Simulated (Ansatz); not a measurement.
KI: response to strain

The parent structure is KI in the rock salt structure (space group Fm-3m, No. 225).

```
CELL_PARAMETERS angstrom
      0.00000     3.50280     3.50280
      3.50280     0.00000     3.50280
      3.50280     3.50280     0.00000
ATOMIC_POSITIONS crystal
  K  0.00000 0.00000 0.00000
  I  0.50000 0.50000 0.50000
```

Cartesian axes are those of the cell as printed.

Strains are applied to the cell and any free atomic positions relax.

Computed with PBEsol (Ansatz, a program for electronic structure; PAW; 420 eV plane waves; no SOC).

Candidates:
(a) uniaxial strain ε_zz = +1.50 %
(b) uniaxial strain ε_zz = +0.50 %
(c) uniaxial strain ε_zz = −0.50 %

For the base:

| Item | Result |
|---|---|
| Band gap | 3.87 eV |

Order them by band gap, lowest first.

(a) uniaxial strain ε_zz = +1.50 % (3.84 eV), (b) uniaxial strain ε_zz = +0.50 % (3.86 eV), (c) uniaxial strain ε_zz = −0.50 % (3.88 eV)

Spin-orbit coupling, missing from the scalar runs, can matter with I. Stability against distortions was not tested.
